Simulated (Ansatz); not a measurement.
Take AlN in the wurtzite structure (space group P6_3mc, No. 186; a = 3.1303 Å, c = 5.0181 Å) as the base. Axes: x lies along a and z along c of the hexagonal cell.

Computed with PBE in Ansatz (plane waves to 420 eV, PAW, spin-orbit coupling left out).

Base values:

| Quantity | Result |
|---|---|
| Valence-band top at Γ | 0.00, -0.20, -0.20 eV |

Modification: tensile biaxial strain of 2.26 % in the plane normal to [001], as in epitaxy on a mismatched substrate; the out-of-plane cell vector and the atoms relax.

Task: What does the calculation give for the electron mass after the change?

Result: The electron mass amounts to 0.28 mₑ (at Γ).

Task: Estimate the effect on the valence-band top at Γ.

Result: The valence-band top at Γ (three highest levels, from the VBM) becomes 0.00, -0.45, -0.45 eV (base: 0.00, -0.20, -0.20 eV).

Task: What happens to the ratio −ε⊥/ε∥?

Result: The ratio −ε⊥/ε∥ amounts to 0.59.

The levels and masses belong to the bands next to the band gap. Effective masses come from finite differences of ±0.01 Å⁻¹. Stability against distortions was not tested.

Ansatz is a first-principles code.
